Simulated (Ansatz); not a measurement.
Take Cs₂SnI₆ (space group Fm-3m, No. 225) as the base.

```
CELL_PARAMETERS angstrom
      0.00000     5.77512     5.77512
      5.77512     0.00000     5.77512
      5.77512     5.77512     0.00000
ATOMIC_POSITIONS crystal
  Cs 0.25000 0.25000 0.25000
  Cs 0.75000 0.75000 0.75000
  Sn 0.00000 0.00000 0.00000
  I  0.75152 0.24848 0.24848
  I  0.24848 0.75152 0.75152
  I  0.24848 0.75152 0.24848
  I  0.75152 0.24848 0.75152
  I  0.24848 0.24848 0.75152
  I  0.75152 0.75152 0.24848
```

The values are results of plane-wave PAW DFT at the PBEsol level (Ansatz, a quantum-chemistry and plane-wave program, 420 eV), spin-orbit coupling left out, not measurements.

For the base:

```
Property   Result
--------  -------
Pressure  0.0 GPa
```

The change: the cell is scaled by 1.0547 in all directions, atoms relaxed at fixed cell.

Task: Estimate the effect on the pressure.

Result: The pressure goes from zero to -0.9 GPa.

Task: What does the calculation give for the energy relative to the base after the change?

Result: The energy increases by 27 meV/atom.

Task: Predict the new electron mass.

Result: The electron mass is 0.32 mₑ (at Γ).

With I present, leaving out spin-orbit coupling can change the band edges. The levels and masses belong to the bands next to the band gap. The cells carry an imposed strain or load. Effective masses come from finite differences of ±0.01 Å⁻¹. No phonon test of stability was made. All final runs are without spin polarisation.
